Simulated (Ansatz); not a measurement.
The starting structures come from a database of crystals and need not be the phases stable at ambient conditions.

By PBEsol, the system below comes out a metal.

```
CELL_PARAMETERS angstrom
      3.99013     0.00000     0.00000
      0.00000     4.07549     0.00000
      0.00000    -2.03774     3.52948
ATOMIC_POSITIONS crystal
  Y  0.00000 0.00000 0.00000
  Si 0.50000 0.66667 0.33333
  Si 0.50000 0.33333 0.66667
```

Space group of this cell: P6/mmm. The cell is taken as given; by PBEsol its mean pressure is -2.3 GPa.

The numbers are results of PBEsol (plane waves, PAW; Ansatz, an electronic-structure program), not measurements.

The current runs along the normal of the first two printed vectors; no spin-orbit coupling. Scaled by the factor s: the length along the current (ions clamped). The meshes follow the cell: 14×18×18 and 24×24 across at s = 0.97, 14×16×16 and 24×24 across at s = 1.00, 14×16×16 and 24×24 across at s = 1.03.

| s | mean pressure (GPa) | ballistic conductance per area (both spins) (× 10¹⁵ S/m²) |
|---|---|---|
| 0.97 | 0.7 | 0.93 |
| 1.00 | -2.3 | 1.02 |
| 1.03 | -4.6 | ? |

### Question
Take the slope of the ballistic conductance per area (both spins) against ln s from the two given rows, extrapolate to s = 1.03, and say what the run there gives.

### Answer
Slope = (0.93 − 1.02) / ln 0.97 = 2.95 × 10¹⁵ S/m². The line gives 1.02 + (2.95) × ln 1.03 = 1.11 × 10¹⁵ S/m². The run gives 1.05 × 10¹⁵ S/m², 0.06 × 10¹⁵ S/m² under the line, 66 % of the predicted step.
